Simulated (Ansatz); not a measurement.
SnO₂ (P4_2/mnm) under uniaxial stress along c (compression positive): band gap by r2SCAN, rigid bands (plane waves, PAW, scalar-relativistic; Ansatz, a program for electronic structure). The unloaded cell, whose axes the loads refer to:

```yaml
crystal:
  lattice:
    - [4.76912, 0.00000, 0.00000]
    - [0.00000, 4.76912, 0.00000]
    - [0.00000, 0.00000, 3.21204]
  atoms:
    - { symbol: Sn, position: [0.00000, 0.00000, 0.00000] }
    - { symbol: Sn, position: [0.50000, 0.50000, 0.50000] }
    - { symbol: O, position: [0.30627, 0.30627, 0.00000] }
    - { symbol: O, position: [0.69373, 0.69373, 0.00000] }
    - { symbol: O, position: [0.80627, 0.19373, 0.50000] }
    - { symbol: O, position: [0.19373, 0.80627, 0.50000] }
```

```
uniaxial stress along c (compression positive) (GPa)  volume per atom (Å³)  band gap (eV)
----------------------------------------------------  --------------------  -------------
-8                                                                   12.27           1.48
-4                                                                   12.22           1.58
-2                                                                   12.20           1.64
0                                                                    12.18           1.68
2                                                                    12.15           1.73
4                                                                    12.13              ?
8                                                                    12.09           1.85
```

Problem. Fit a straight line to band gap against the load over the rows given, and predict the row at 4 GPa.

Solution. The means are x̄ = -0.667 GPa and ȳ = 1.6600; Σ(x − x̄)(y − ȳ) = 3.460 and Σ(x − x̄)² = 149.3, so the slope is 23.2 meV per GPa, and the rows given lie within 11 meV of the line. At 4 GPa the line gives 1.77 eV; the calculation gives 1.77 eV, 0.11 % from it.

Spin-orbit coupling is left out. Stresses and pressures are the targets of the relaxation. Gaps are resolved to about 0.01 eV. The structure type is held at every load. Geometry: cell and atoms relaxed with PBEsol.
